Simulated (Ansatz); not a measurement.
The reference is TaTlP$_{2}$O$_{8}$ (space group P-3m1, No. 164; a cell from a computed database, its experimental status unchecked).

```yaml
crystal:
  lattice:
    - [5.21437, 0.00000, 0.00000]
    - [-2.60719, 4.51578, 0.00000]
    - [0.00000, 0.00000, 8.23311]
  atoms:
    - { symbol: Ta, position: [0.00000, 0.00000, 0.00000] }
    - { symbol: Tl, position: [0.00000, 0.00000, 0.50000] }
    - { symbol: P, position: [0.33333, 0.66667, 0.21454] }
    - { symbol: P, position: [0.66667, 0.33333, 0.78546] }
    - { symbol: O, position: [0.82539, 0.65078, 0.86028] }
    - { symbol: O, position: [0.34922, 0.17461, 0.86028] }
    - { symbol: O, position: [0.82539, 0.17461, 0.86028] }
    - { symbol: O, position: [0.65078, 0.82539, 0.13972] }
    - { symbol: O, position: [0.17461, 0.34922, 0.13972] }
    - { symbol: O, position: [0.17461, 0.82539, 0.13972] }
    - { symbol: O, position: [0.33333, 0.66667, 0.39512] }
    - { symbol: O, position: [0.66667, 0.33333, 0.60488] }
```

Cartesian axes are those of the cell as printed.

All numbers come from PBEsol/PAW in Ansatz (an electronic-structure program), spin-orbit coupling left out, earlier PAW set.

Now apply this change: uniaxial strain ε_xx = +3.68 %, all other strain components held at zero, atoms relaxed at fixed cell.

Q: Predict the stress tensor and what it implies for the stiffness.

A: Stress of the strained cell less that of the base (GPa, compression positive):
```
  -5.70    0.00    0.00
   0.00   -3.38    0.03
   0.00    0.03   -0.34
```

Then −Δσ_ii/ε with ε = 0.0368 gives secant stiffness values (nonlinear terms included at this strain): C11 ≈ 155 GPa, C12 ≈ 92 GPa and C13 ≈ 9.4 GPa.

As a check, the harmonic strain energy −½ V₀ Δσ:ε is 11 meV/atom; the computed energy rise is 9.1 meV/atom.

No phonon test of stability was made.
